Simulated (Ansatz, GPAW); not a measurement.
An Ansatz (a program for electronic structure) input for a self-consistent single point of ZnSe (F-43m, 2 atoms in the cell) (DFT, PBE, plane waves, default PAW files):

Ansatz 0.2 input:
```yaml
# ZnSe
crystal:
  lattice:
    - [0.000000, 2.835000, 2.835000]
    - [2.835000, 0.000000, 2.835000]
    - [2.835000, 2.835000, 0.000000]
  atoms:
    - { symbol: Zn, position_ang: [0.000000, 0.000000, 0.000000] }
    - { symbol: Se, position_ang: [1.417500, 1.417500, 1.417500] }
basis:
  ecutwfc: 420.0
kpoints:
  mp_grid:
    grid: [10, 10, 10]
hamiltonian:
  xc: pbe
  pseudopotentials:
    kind: paw
scf:
  occupations:
    method: fermi_dirac
    width: 0.01
output:
  forces: true
  eigenvalues: true
  stress: true
```

**Question.** Write the same calculation as an input for GPAW.

**Answer.** One input that does it (others would too):

```python
from ase import Atoms
from ase.units import GPa
from gpaw import GPAW

atoms = Atoms(['Zn', 'Se'],
              cell=[[0.000000, 2.835000, 2.835000],
                    [2.835000, 0.000000, 2.835000],
                    [2.835000, 2.835000, 0.000000]],
              scaled_positions=[[0.000000, 0.000000, 0.000000],
                                [0.250000, 0.250000, 0.250000]],
              pbc=True)

calc = GPAW(mode={'name': 'pw', 'ecut': 800},
            xc='PBE',
            kpts={'size': (10, 10, 10), 'gamma': True},
            occupations={'name': 'fermi-dirac', 'width': 0.01},
            nbands=-6,
            convergence={'bands': -4},
            symmetry={'symmorphic': False, 'tolerance': 0.0005},
            maxiter=150)

atoms.calc = calc

energy = atoms.get_potential_energy()
print('Energy (eV):', round(energy, 6))
forces = atoms.get_forces()
print('Forces (eV/Ang):')
print(forces.round(5))
stress = atoms.get_stress()
print('Stress (GPa, Voigt):', (stress / GPa).round(4))
```

Basis settings and potentials, where a program has them, do not carry over. This input uses DFT PBE, plane waves, GPAW PAW datasets PBE (gpaw-data 1.0.1). Both were run: pressure 1.97 GPa in Ansatz and 2.00 in GPAW; gap on the mesh 1.283 eV in Ansatz and 1.294 in GPAW. Ansatz's pressure is the one without its finite-basis correction.

On Ansatz: the starting cell has typed, rounded lattice constants, without a prior relaxation at this level.

On GPAW: the starting cell has typed, rounded lattice constants, without a prior relaxation at this level.
